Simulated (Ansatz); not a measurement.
Relaxation of the outer planes of the (001) surface of MnP-type NiSi in its 1x1 cell (cut with top plane Si, bottom plane Si), outermost plane spacing 0.59 Å in the ideal cut.

Calculation: PBE (plane waves to 420 eV, PAW; Ansatz, a program for electronic structure).

Slab: 16 atoms, Ni8Si8, 10.3 Å thick at the start (thin: gaps and levels are the slab's own); k 11x7x1, smearing 0.1 eV, dipole-corrected; all atoms relaxed; start symmetry kept, larger cells not searched; no spin (magnetic order not tried), no spin-orbit, no U.

```
plane  atoms  bulk spacing to the next (Å)  relaxed spacing (Å)  change (%)  rumpling (Å)
-----  -----  ----------------------------  -------------------  ----------  ------------
1         Si                         0.589                    ?           ?          0.00
2         Ni                         0.693                0.644        -7.0          0.00
```

Q: What belongs in the gaps?

A: 
- 1, relaxed spacing (Å): 0.442
- 1, change (%): -24.9
